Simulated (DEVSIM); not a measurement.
Structure: illuminated Ge n-on-p cell, one wavelength, with a back-surface field, at 300 K.

```csv
layer (left to right),material,thickness (μm),Nd (cm⁻³),Na (cm⁻³),τn (s),τp (s),absorption coefficient (cm⁻¹)
1,Ge,0.410,4.1e18,-,1.6e-7,2.7e-7,310
2,Ge,280,-,8.5e16,3e-6,3e-6,310
3,Ge,0.250,-,2.3e18,3e-6,3e-6,310
```

Left contact: ohmic, minority hole recombination velocity 1e7 cm/s. Right contact: ohmic, minority electron recombination velocity 8e5 cm/s. Voltage is applied to the left contact. Recombination: SRH at mid-gap, radiative, Auger. Light enters at the left, 1.4e18 photons cm⁻² s⁻¹, one pass, no reflection. Mobility is μmin + (μ − μmin)/(1 + (N/Nref)^α).

The device is made up for the run: typed textbook-type constants, with dimensions and the other settings drawn at random. Values at 300 K.

| parameter | Ge |
|---|---|
| gap (eV) | 0.664 |
| affinity (eV) | 4 |
| permittivity | 16 |
| Nc (cm⁻³) | 1.04e19 |
| Nv (cm⁻³) | 6e18 |
| μn (cm²/Vs) | 3900 |
| μp (cm²/Vs) | 1900 |
| μn,min | 150 |
| μp,min | 100 |
| Nref,n | 2.6e17 |
| Nref,p | 4e17 |
| αn | 0.56 |
| αp | 0.6 |
| B (cm³/s) | 6.4e-14 |
| Cn (cm⁶/s) | 1e-31 |
| Cp (cm⁶/s) | 1e-31 |

Model (solved in DEVSIM): 1D drift-diffusion, Boltzmann statistics, complete ionisation; no tunnelling, impact ionisation, image-force lowering or self-heating.

Tabulate band edges, carrier densities and field at -0.65 V on the left contact, in the dark.

Energies count from the Fermi level of the right contact; mesh points crowd at the junctions.

```
x (μm)   Ec (eV)  Ev (eV)  n (cm⁻³)  p (cm⁻³)  field (V/cm)
-------  -------  -------  --------  --------  ------------
0.000      0.674    0.010    4.1e18    1.2e14           ≈ 0
0.04742    0.674    0.010    4.1e18    6.0e14           ≈ 0
0.1771     0.674    0.010    4.1e18    1.9e15           ≈ 0
0.3427     0.674    0.010    4.1e18    3.6e15           ≈ 0
0.4120     0.717    0.053    7.6e17    2.3e16         64000
0.4677     0.771    0.107    9.6e16    1.8e17           130
0.6421     0.771    0.107    9.6e16    1.8e17           ≈ 0
1.594      0.771    0.107    9.5e16    1.8e17           ≈ 0
4.173      0.769    0.105    9.5e16    1.8e17           ≈ 0
12.26      0.765    0.101    9.2e16    1.8e17           ≈ 0
39.17      0.750    0.086    8.3e16    1.7e17           ≈ 0
166.3      0.662   -0.002    5.7e16    1.4e17           ≈ 0
244.0      0.598   -0.066    4.7e16    1.3e17           ≈ 0
268.8      0.575   -0.089    4.5e16    1.3e17           ≈ 0
278.0      0.567   -0.097    4.4e16    1.3e17           ≈ 0
279.6      0.565   -0.099    4.4e16    1.3e17           ≈ 0
280.2      0.565   -0.099    4.4e16    1.3e17           ≈ 0
280.4      0.565   -0.099    4.3e16    1.3e17           380
280.4      0.638   -0.026    2.5e15    2.2e18          4300
280.5      0.639   -0.025    2.2e15    2.3e18           ≈ 0
280.6      0.639   -0.025    1.7e15    2.3e18           ≈ 0
280.7      0.639   -0.025    1.4e15    2.3e18           -51
```
